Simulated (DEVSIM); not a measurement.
Device: GaAs p-n junction from an implanted or diffused profile, at 400 K.

| layer (left to right) | material | thickness (μm) | Nd (cm⁻³) | τn (s) | τp (s) |
|---|---|---|---|---|---|
| 1 | GaAs | 150 | 6.6e15 | 7.2e-10 | 7.2e-10 |

Added acceptor profile: 2.6e17 cm⁻³ × exp(−(x − 0.054 μm)²/(2·(0.14 μm)²)). Left contact: ohmic. Right contact: ohmic. Voltage is applied to the left contact. Recombination: SRH at mid-gap. Mobility is μmin + (μ − μmin)/(1 + (N/Nref)^α).

Constants are typed, rounded textbook-type inputs, not results; the design itself was drawn at random and stands for no fabricated device. Values at 300 K; Nc and Nv go as T^1.5, mobilities as T to minus their exponent, the gap by Varshni's rule with the affinity fixed.

| parameter | GaAs |
|---|---|
| gap (eV) | 1.424 |
| affinity (eV) | 4.07 |
| permittivity | 12.9 |
| Nc (cm⁻³) | 4.7e17 |
| Nv (cm⁻³) | 9e18 |
| μn (cm²/Vs) | 8500 |
| μp (cm²/Vs) | 400 |
| μn,min | 500 |
| μp,min | 20 |
| Nref,n | 6e16 |
| Nref,p | 1.5e17 |
| αn | 0.39 |
| αp | 0.38 |
| T exponent of μn | 2.1 |
| T exponent of μp | 2.2 |
| Varshni α (eV/K) | 0.000541 |
| Varshni β (K) | 204 |

Simulated with DEVSIM: 1D drift-diffusion, Boltzmann statistics, complete ionisation; no tunnelling, impact ionisation, image-force lowering or self-heating.

### Question
Tabulate band edges, carrier densities and field at 1.05 V on the left contact.

### Answer
Energies count from the Fermi level of the right contact; mesh points crowd at the junctions.

```
x (μm)   Ec (eV)  Ev (eV)  n (cm⁻³)  p (cm⁻³)  field (V/cm)
-------  -------  -------  --------  --------  ------------
0.000      0.187   -1.191       190    2.3e17           800
0.02812    0.189   -1.189    4.3e12    2.5e17           460
0.07031    0.189   -1.188    1.1e13    2.5e17          -290
0.1336     0.183   -1.194    2.4e13    2.1e17         -1400
0.2640     0.148   -1.229    1.0e14    7.6e16         -4100
0.3928     0.075   -1.302    9.2e14    9.0e15         -6500
0.5188     0.017   -1.360    4.9e15    1.6e15         -2300
0.6896     0.004   -1.373    7.2e15    8.4e14           -90
0.9085     0.004   -1.373    7.2e15    6.0e14            45
1.435      0.006   -1.371    6.9e15    2.8e14            30
2.829      0.009   -1.368    6.6e15    3.4e13            13
8.704      0.015   -1.362    6.6e15     4.2e9            10
21.55      0.029   -1.349    6.6e15      6800            10
54.63      0.063   -1.314    6.6e15      6700            10
119.5      0.130   -1.247    6.6e15      6700            10
138.1      0.150   -1.228    6.6e15      6700            10
145.3      0.157   -1.220    6.6e15      6700            10
148.2      0.160   -1.217    6.6e15      6700            10
149.5      0.161   -1.216    6.6e15      6700            10
149.8      0.162   -1.216    6.6e15      6700            10
149.9      0.162   -1.215    6.6e15      6700            10
150.0      0.162   -1.215    6.6e15      6700            10
```
